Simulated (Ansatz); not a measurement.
Defect: Sc-vacancy pair (Sc on one host Zr site, one O site vacant) in cubic BaZrO3, charge state +1. Calculation: PBE, PAW (plane waves to 420 eV; Ansatz, a program for electronic structure).

60-site cell at the relaxed PBE lattice, the Γ point alone, smearing 0.01 eV, spin-restricted, no finite-size correction. Static, classical nuclei. Spin-orbit coupling is left out. The host phase is not the lowest at 0 K, so the defect can set off distortions of the whole cell. The charge state is imposed; whether it is stable for some Fermi level was not computed. Forms of the defect that were not tried may lie lower. The start lies 0.038 eV above the lowest site run (PBE). The order of the sites in energy changes with the mesh.

Barriers: single points on a 2×2×2 k-point mesh shifted by half a step at the bands' geometries (they differ from the bands' own by up to 0.06 eV, and are uncertain by about as much).

Relaxed starting cell (atoms counted from 1):

```
Ba12ScZr11O35
1.0
    8.45454     0.00000     0.00000
    0.00000     8.45454     0.00000
    0.00000     0.00000    12.68181
Ba Sc Zr O
12 1 11 35
Cartesian
  0.04038  -0.09117  -0.05703
  0.02328  -0.11487   4.11524
  0.01969  -0.14405   8.36043
  0.00637   4.19057   0.00171
  0.02623   4.14341   4.08321
  0.01587   4.20513   8.25888
  4.24435  -0.06283  -0.10522
  4.31897  -0.11126   4.12285
  4.31590  -0.12659   8.41001
  4.29188   4.16706  -0.04889
  4.31686   4.13965   4.09084
  4.33599   4.19785   8.32803
  2.15956   2.01950   2.26870
  2.17797   2.01787   6.24892
  2.14565   2.07315  10.33849
  2.15566   6.27623   2.00041
  2.17192   6.26459   6.23254
  2.14737   6.22474  10.51940
  6.37866   2.03593   2.00311
  6.39618   2.03263   6.24937
  6.42258   2.05557  10.51621
  6.37364   6.27816   2.01713
  6.38765   6.27150   6.23351
  6.39735   6.26108  10.48364
  2.07591   0.06420   1.80063
  2.05354   0.02665   6.53322
  2.05400   0.08813  10.78328
  2.08669   4.22458   1.93834
  2.01547   4.25828   6.38586
  2.05399   4.16660  10.84887
  6.34447   0.00385   2.28415
  6.26909   0.02787   6.48232
  6.17970   0.03310  10.60568
  6.34053   4.24994   2.29218
  6.31158   4.26206   6.47428
  6.14762   4.23443  10.60971
  0.02630   2.23424   1.93706
 -0.00430   2.27898   6.34415
  0.03164   2.16106  10.79950
 -0.00602   6.41573   2.26709
 -0.01419   6.49914   6.38401
 -0.02637   6.51475  10.59086
  4.21166   2.23138   1.94349
  4.21663   2.32411   6.32673
  4.11505   2.14749  10.84117
  4.23319   6.43191   2.22975
  4.21337   6.46891   6.43140
  4.17534   6.49379  10.58614
  2.11127   2.00977   4.22212
  2.13743   2.17006   8.41322
  2.04862   6.32857  -0.01025
  2.11541   6.42609   4.21465
  2.05159   6.26155   8.49507
  6.34293   2.14847   0.00134
  6.33387   2.12765   4.22926
  6.33430   2.14967   8.49117
  6.35244   6.31999   0.00815
  6.29905   6.35390   4.25267
  6.34273   6.33815   8.47626
```
Cell charge +1.

End state 1 differs by these moves (Å; atoms that move under 0.15 Å are left out):

```json
[
 {"atom": "1", "element": "Ba", "Δx": "-0.13", "Δy": "0.08", "Δz": "0.02"},
 {"atom": "4", "element": "Ba", "Δx": "-0.13", "Δy": "-0.07", "Δz": "0.05"},
 {"atom": "8", "element": "Ba", "Δx": "-0.17", "Δy": "0.05", "Δz": "-0.04"},
 {"atom": "9", "element": "Ba", "Δx": "-0.09", "Δy": "0.09", "Δz": "-0.10"},
 {"atom": "11", "element": "Ba", "Δx": "-0.16", "Δy": "-0.01", "Δz": "-0.06"},
 {"atom": "13", "element": "Sc", "Δx": "-0.08", "Δy": "-0.03", "Δz": "-0.31"},
 {"atom": "15", "element": "Zr", "Δx": "-0.05", "Δy": "0.15", "Δz": "0.17"},
 {"atom": "25", "element": "O", "Δx": "0.08", "Δy": "-0.08", "Δz": "0.55"},
 {"atom": "26", "element": "O", "Δx": "0.10", "Δy": "-0.01", "Δz": "-0.26"},
 {"atom": "27", "element": "O", "Δx": "0.07", "Δy": "1.68", "Δz": "1.78"},
 {"atom": "28", "element": "O", "Δx": "0.12", "Δy": "0.06", "Δz": "-0.06"},
 {"atom": "29", "element": "O", "Δx": "0.12", "Δy": "0.01", "Δz": "0.33"},
 {"atom": "30", "element": "O", "Δx": "0.06", "Δy": "0.04", "Δz": "-0.26"},
 {"atom": "31", "element": "O", "Δx": "0.11", "Δy": "-0.01", "Δz": "-0.19"},
 {"atom": "33", "element": "O", "Δx": "0.18", "Δy": "-0.05", "Δz": "0.21"},
 {"atom": "36", "element": "O", "Δx": "0.24", "Δy": "-0.03", "Δz": "0.09"},
 {"atom": "39", "element": "O", "Δx": "0.02", "Δy": "-0.33", "Δz": "-0.21"},
 {"atom": "43", "element": "O", "Δx": "0.05", "Δy": "-0.01", "Δz": "0.14"},
 {"atom": "45", "element": "O", "Δx": "0.07", "Δy": "-0.31", "Δz": "-0.24"},
 {"atom": "49", "element": "O", "Δx": "-0.01", "Δy": "0.25", "Δz": "0.01"},
 {"atom": "50", "element": "O", "Δx": "-0.01", "Δy": "-0.38", "Δz": "0.14"},
 {"atom": "51", "element": "O", "Δx": "0.08", "Δy": "0.34", "Δz": "-0.08"},
 {"atom": "52", "element": "O", "Δx": "-0.01", "Δy": "-0.28", "Δz": "0.02"},
 {"atom": "53", "element": "O", "Δx": "0.07", "Δy": "0.38", "Δz": "0.09"}
]
```

**Question.** What forward and backward barriers to end state 1 does PBE, PAW give?

**Answer.** forward 0.50 eV, backward 0.16 eV; at the saddle point atom 27 has neighbours Zr at 1.95 Å. The saddle point's order was not checked.
